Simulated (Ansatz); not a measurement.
## MoSi (model structure, started from the NiAs type, P6₃/mmc, No. 194, 4 atoms in the cell): properties by level of theory

| level (code) | lattice constant a (Å) | lattice parameter c (Å) |
|---|---|---|
| PBE (Ansatz) | (withheld) | (withheld) |
| PBEsol (Ansatz) | 3.099 | 6.988 |
| PBE-D3(BJ) (Ansatz) | (withheld) | 6.989 |

Question: What belongs in the gaps?

Answer: 
- PBE (Ansatz, an electronic-structure program), lattice constant a (Å): 3.135
- PBE (Ansatz), lattice parameter c (Å): 7.015
- PBE-D3(BJ) (Ansatz), lattice constant a (Å): 3.090

Ansatz's density-functional and Hartree–Fock values are scalar-relativistic unless marked +SOC, with PAW data made under PBE.

A model structure was made by putting elements into a prototype or built by hand; it is no filed structure, need not be a known phase, and can be a saddle point held by its symmetry.
